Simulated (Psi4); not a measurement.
Psi4 1.11, R2SCAN/def2-svp: Ti(OMe)3(SH) (C[O][Ti]([SH])([O]C)[O]C), 18 atoms. The geometry is a generated start, not checked to be a minimum at this level.

* **task**: gradient
* **method**: r2scan
* **basis**: def2-svp
* **memory**: 7 GB
* **scf_type**: df (default)
* **guess**: auto, which took SAD (default)
* **diis_max_vecs**: 10 (default)
* **scf_initial_accelerator**: adiis (default)
* **e_convergence**: 1e-08 (default)
* **d_convergence**: 1e-08 (default)
* **basis functions (reference run)**: 183
* **grid points (reference run)**: 3254819

```xyz
18

Ti    -0.5164     0.1182    -0.0243
O     -0.5769    -1.5790     0.1675
C     -0.2408    -2.4432     1.2044
H     -0.3799    -1.9458     2.1810
H     -0.8847    -3.3326     1.1668
H      0.8081    -2.7660     1.1073
O     -1.1996     0.6309    -1.5018
C     -1.0134     0.7864    -2.8662
H     -0.7841    -0.1831    -3.3375
H     -1.9303     1.1863    -3.3237
H     -0.1875     1.4894    -3.0661
O      0.9320     0.8543     0.4339
C      2.1544     1.0126     1.0716
H      2.3990     0.1159     1.6621
H      2.9508     1.1820     0.3315
H      2.1123     1.8799     1.7464
S     -1.9797     0.8505     1.6148
H     -1.6632     2.1432     1.4324
```

The reference run has dft_radial_points = 200, dft_spherical_points = 974, dft_pruning_scheme = none (default); it is not itself proven converged. One run each, on a shared machine, so no times are given.

Settings tried, all else as in the reference:
- dft_radial_points = 25, dft_spherical_points = 50
- dft_radial_points = 99, dft_spherical_points = 590, dft_pruning_scheme = treutler
- dft_radial_points = 50, dft_spherical_points = 194
- dft_radial_points = 35, dft_spherical_points = 110
- dft_radial_points = 75 (default), dft_spherical_points = 302 (default), dft_pruning_scheme = treutler
- dft_radial_points = 99, dft_spherical_points = 590, dft_pruning_scheme = robust
- dft_radial_points = 75 (default), dft_spherical_points = 302 (default)
- dft_radial_points = 99, dft_spherical_points = 590
- dft_radial_points = 75 (default), dft_spherical_points = 434
- dft_radial_points = 150, dft_spherical_points = 770
- dft_radial_points = 75 (default), dft_spherical_points = 302 (default), dft_pruning_scheme = robust

Sort the settings: which keep to the reference within 1.0 meV/atom in energy, 10 meV/Å in forces (largest component), and which don't?

Within it: dft_radial_points = 150, dft_spherical_points = 770. Outside: dft_radial_points = 99, dft_spherical_points = 590, dft_pruning_scheme = robust; dft_radial_points = 99, dft_spherical_points = 590; dft_radial_points = 75 (default), dft_spherical_points = 434; dft_radial_points = 75 (default), dft_spherical_points = 302 (default); dft_radial_points = 75 (default), dft_spherical_points = 302 (default), dft_pruning_scheme = robust; dft_radial_points = 50, dft_spherical_points = 194; dft_radial_points = 75 (default), dft_spherical_points = 302 (default), dft_pruning_scheme = treutler; dft_radial_points = 99, dft_spherical_points = 590, dft_pruning_scheme = treutler; dft_radial_points = 35, dft_spherical_points = 110; dft_radial_points = 25, dft_spherical_points = 50.

```tsv
setting	grid points	energy against the reference	difference in forces (largest component)
the reference	3254819	—	—
dft_radial_points = 150, dft_spherical_points = 770	1941596	+0.050 meV/atom	2.8 meV/Å
dft_radial_points = 99, dft_spherical_points = 590, dft_pruning_scheme = robust	688302	−0.31 meV/atom	19 meV/Å
dft_radial_points = 99, dft_spherical_points = 590	986036	−0.31 meV/atom	19 meV/Å
dft_radial_points = 75 (default), dft_spherical_points = 434	552211	+1.1 meV/atom	48 meV/Å
dft_radial_points = 75 (default), dft_spherical_points = 302 (default)	384537	+1.2 meV/atom	51 meV/Å
dft_radial_points = 75 (default), dft_spherical_points = 302 (default), dft_pruning_scheme = robust	263057	+1.2 meV/atom	51 meV/Å
dft_radial_points = 50, dft_spherical_points = 194	167269	−1.1 meV/atom	67 meV/Å
dft_radial_points = 75 (default), dft_spherical_points = 302 (default), dft_pruning_scheme = treutler	210785	+5.7 meV/atom	550 meV/Å
dft_radial_points = 99, dft_spherical_points = 590, dft_pruning_scheme = treutler	511614	+4.5 meV/atom	560 meV/Å
dft_radial_points = 35, dft_spherical_points = 110	66588	+63 meV/atom	350 meV/Å
dft_radial_points = 25, dft_spherical_points = 50	21694	−180 meV/atom	1100 meV/Å
```

Total energies are compared; such shifts often cancel in part in energy differences. The gradients leave out the derivatives of the grid weights. No test of the SCF solution's stability was run. The tolerance is a choice made for this comparison.
